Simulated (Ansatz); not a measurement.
Base system: Au in the fcc (Cu type) structure (space group Fm-3m, No. 225; a = 4.048 Å; relaxed with 0.1 eV smearing). Axes: x, y, z lie along the cube axes.

Computed with LDA in Ansatz (plane waves to 420 eV, PAW, scalar-relativistic without spin-orbit coupling).

It is then changed as follows: biaxial strain +2.00 %, plane normal [001], relaxed out of plane (Cartesian); in-plane vectors clamped, the third vector and the atoms free.

Problem. Estimate the effect on the ratio −ε⊥/ε∥.

Solution. The ratio −ε⊥/ε∥ comes out as 1.74.

Stability against distortions was not tested.

Ansatz is an electronic-structure program.
